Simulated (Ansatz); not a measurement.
**Defect calculation: C_N in metastable zinc-blende GaN**

These are PBE, PAW (plane waves to 420 eV; Ansatz, a program for electronic structure) values and carry that method's errors. Cell: 64 sites, 2×2×2; final energies on a 2×2×2 shifted mesh. Site at the start: the N site. Energies of charged states are corrected for periodic images (point charge plus alignment at distant sites). Dielectric constants: PBE linear response of the host. Host gap at this level: 1.54 eV. These values are not converged in cell size to better than tenths of an eV. PBE underestimates the host's gap, which shifts levels and can delocalise carriers. Spin–orbit coupling is left out. Each state is the lowest found from its start.

```json
[
 {"charge": "+1*", "moment (μB)": "2.0", "largest move off a lattice site (Å)": "0.03", "image correction with alignment (eV)": "–", "above the lowest spin state (eV)": "0.00"},
 {"charge": "+1*", "moment (μB)": "not spin-polarised", "largest move off a lattice site (Å)": "0.02", "image correction with alignment (eV)": "–", "above the lowest spin state (eV)": "0.06"},
 {"charge": "0†", "moment (μB)": "1.0", "largest move off a lattice site (Å)": "0.03", "image correction with alignment (eV)": "0.00", "above the lowest spin state (eV)": "0.00"},
 {"charge": "−1", "moment (μB)": "not spin-polarised", "largest move off a lattice site (Å)": "0.03", "image correction with alignment (eV)": "0.18", "above the lowest spin state (eV)": "0.00"}
]
```

* At this level the carrier isn't localised at the defect: at charge +1 holes occupy the valence band. Such a state is shallow or no state of the defect, and this cell gives it no level.

† Not settled in this cell, so no level is given: charge 0: carriers not clearly localised.

Flagged in the runs: a doubtful potential alignment.
